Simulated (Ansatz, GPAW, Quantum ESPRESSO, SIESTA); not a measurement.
# Code comparison for Nb3Au2 (I4/mmm, 5 atoms in the cell)

Self-consistent single point.

```yaml
crystal:
  lattice:
    - [-1.70781, 1.70781, 7.66090]
    - [1.70781, -1.70781, 7.66090]
    - [1.70781, 1.70781, -7.66090]
  atoms:
    - { symbol: Nb, position: [0.00000, 0.00000, 0.00000] }
    - { symbol: Nb, position: [0.39924, 0.39924, 0.00000] }
    - { symbol: Nb, position: [0.60076, 0.60076, 0.00000] }
    - { symbol: Au, position: [0.19977, 0.19977, 0.00000] }
    - { symbol: Au, position: [0.80023, 0.80023, 0.00000] }
```

All programs got the same cell, k-point mesh and kind of occupations (in Ansatz's words: kpoints.mp_grid.grid = 7 7 7; scf.occupations.method = gaussian; scf.occupations.width = 0.2 eV); potentials, basis and cutoffs are each program's usual ones.

| code | model | pressure (GPa) | largest force (eV/Å) | k-points | cutoff |
|---|---|---|---|---|---|
| Quantum ESPRESSO | PBEsol, GBRV 1.5 ultrasoft (PBESOL) pseudopotentials | -6.76 | 0.106 | 40 | 40 Ry |
| Ansatz | PBEsol, default PAW files made with PBE | -6.39 | 0.099 | 40 | 420 eV |
| SIESTA | GGA PBEsol, numerical atomic orbitals DZP, PseudoDojo PBEsol standard norm-conserving potentials (rewritten from UPF to PSML) | -8.62 | 0.156 | 172 | grid 400 Ry |
| GPAW | PBEsol, GPAW PAW datasets PBEsol (made by gpaw-setup) | -6.09 | 0.172 | 40 | 550 eV |

Size of the force on each atom (eV/Å): Sizes of forces hide their directions.

```tsv
code	Nb1	Nb2	Nb3	Au4	Au5
Quantum ESPRESSO	0.000	0.106	0.106	0.064	0.064
Ansatz	0.000	0.099	0.099	0.069	0.069
SIESTA	0.000	0.156	0.156	0.085	0.085
GPAW	0.000	0.172	0.172	0.159	0.159
```

The spread over the programs that give each value: pressure within 2.53 GPa; largest force within 0.073 eV/Å.

The starting cell comes from a database of computed structures (which also holds hypothetical and non-ambient phases and stackings), without a prior relaxation at this level. On Ansatz's run: Spin-orbit coupling is off. Spin polarisation is off. In the base run, with a pressure of about -6 GPa the cell is away from its equilibrium volume at this level.

Q: Why do the programs differ, and what cannot be compared?

A: Differences of this kind can come from the potentials, where these differ, and from what each basis and cutoff leave unconverged. The valence holds different numbers of electrons (Quantum ESPRESSO 61, Ansatz (a quantum-chemistry and plane-wave program) 77, SIESTA 77, GPAW 61). The zero of total energies and Fermi levels follows the potentials and each program's conventions, so they are not compared here. SIESTA uses small atom-centred bases, whose incompleteness enters pressures, forces and empty levels differently from a plane-wave cutoff. Ansatz's pressure is given at a fixed set of plane waves, as the other plane-wave codes print theirs; with its correction for the finite basis it is -6.36 GPa. The programs reduce the same mesh by symmetry to different extents, which changes the work and not the result. In the pressure, SIESTA (by 2.23) lies more than 1 GPa from the median of the plane-wave programs. In the force vectors, SIESTA (by 0.154) and GPAW (by 0.090) lie more than 0.08 eV/Å from the median of the plane-wave programs.

Left out of this page: ABINIT (stopped by limits of time or memory); Elk and FLEUR (not drawn, or without a comparable value).

Keys are those of Ansatz 0.2.
